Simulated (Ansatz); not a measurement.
## Predicting one run from its neighbours: the energy against the vacuum, a (110) slab of Mo (cut from a parent of space group no. 229; 5 atoms in the cell)

```yaml
crystal:
  lattice:
    - [2.71434, 0.00000, 0.00000]
    - [-3.61912, 2.55910, 0.00000]
    - [0.00000, 0.00000, 38.86499]
  atoms:
    - { symbol: Mo, position: [0.00000, 0.00000, 0.38595] }
    - { symbol: Mo, position: [0.00000, 0.50000, 0.44297] }
    - { symbol: Mo, position: [0.00000, 0.00000, 0.50000] }
    - { symbol: Mo, position: [0.00000, 0.50000, 0.55702] }
    - { symbol: Mo, position: [0.00000, 0.00000, 0.61405] }
```

Computed with LDA (PW92), default PAW files made with PBE (plane waves; Ansatz, a first-principles code).

Base settings: basis.ecutwfc = 30.9 Ry; kpoints.mp_grid.grid = 10 10 1; hamiltonian.xc = lda; hamiltonian.pseudopotentials = {kind: paw} (the program's default PAW files); scf.occupations.method = fermi_dirac; scf.occupations.width = 0.0073 Ry.

The last step of the ladder, which sets the zero, is vacuum between outermost atoms (Å) = 30.0.

The starting cell has typed, rounded lattice constants, without a prior relaxation at this level. The slab is cut from that crystal, and its faces are unrelaxed. Its lattice was rescaled by up to half a per cent. Spin polarisation is off.

The differences are negative here: closer images bind.

An empirical form: the interaction of two facing surfaces decays exponentially with the gap, by the tails of the wave functions or, on ionic faces, by the in-plane pattern of charges: ln|ΔF| = a + b·d. One k-point is taken across the vacuum.

```
vacuum (Å)  size of F less the last step's (meV/atom)  ln of it
----------  -----------------------------------------  --------
4.0                                             95.15     4.555
5.0                                             24.91     3.215
6.0                                                 ?         ?
7.0                                              1.25     0.223
8.0                                              0.29    -1.238
```

Q: Fit the line to the 4 rows given and predict the withheld one.

A: Means: x̄ = 6.0000, ȳ = 1.6887. Σ(x − x̄)(y − ȳ) = -14.58 and Σ(x − x̄)² = 10.00, so b = -1.458 and a = ȳ − b·x̄ = 10.437; the decay length is 0.69 Å. The largest residual of the fitted rows is 0.068. At x = 6.0 the line gives 1.689, that is 5.41 meV/atom. The run gave 5.70 meV/atom, a miss of 0.29 meV/atom (5 %). The table is a window of a longer ladder. The rows were chosen because the form fits them, the withheld one included, so this shows the method and is no test of the form.

Left out of this page: 7 runs of the series outside the window shown, repeating another row's setting, or not comparable.

Keys are those of Ansatz 0.2.
